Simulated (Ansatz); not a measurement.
SiC (model structure, from the CdTe type, P6₄22, No. 181) was calculated with G0W0@PBEsol (plane waves, hard PAW, contour deformation; Ansatz, a first-principles code).

The same calculation (at the PBEsol cell, 9.538 Å³/atom) with different numerical settings; throughout: k mesh 3×3×2:

```json
[
 {"run": "1", "response cutoff (eV)": "100", "empty bands": "239", "quasiparticle gap on the mesh (eV)": "2.422", "quasiparticle gap at Γ (eV)": "3.999", "rough time": "50 core-s"},
 {"run": "2", "response cutoff (eV)": "150", "empty bands": "439", "quasiparticle gap on the mesh (eV)": "2.518", "quasiparticle gap at Γ (eV)": "4.075", "rough time": "2 core-min"},
 {"run": "3", "response cutoff (eV)": "200", "empty bands": "675", "quasiparticle gap on the mesh (eV)": "2.564", "quasiparticle gap at Γ (eV)": "4.113", "rough time": "6 core-min"},
 {"run": "4", "response cutoff (eV)": "250", "empty bands": "944", "quasiparticle gap on the mesh (eV)": "2.588", "quasiparticle gap at Γ (eV)": "4.133", "rough time": "10 core-min"},
 {"run": "5", "response cutoff (eV)": "300", "empty bands": "1240", "quasiparticle gap on the mesh (eV)": "2.602", "quasiparticle gap at Γ (eV)": "4.144", "rough time": "30 core-min"},
 {"run": "6", "response cutoff (eV)": "400", "empty bands": "1910", "quasiparticle gap on the mesh (eV)": "2.618", "quasiparticle gap at Γ (eV)": "4.157", "rough time": "40 core-min"}
]
```

In the column quasiparticle gap on the mesh (eV) the first row differs from the last by -0.196 and the next to last by -0.016.

The last row is no converged limit: other settings stay fixed.

A model structure was made by putting elements into a prototype or built by hand; it is no filed structure, need not be a known phase, and can be a saddle point held by its symmetry.
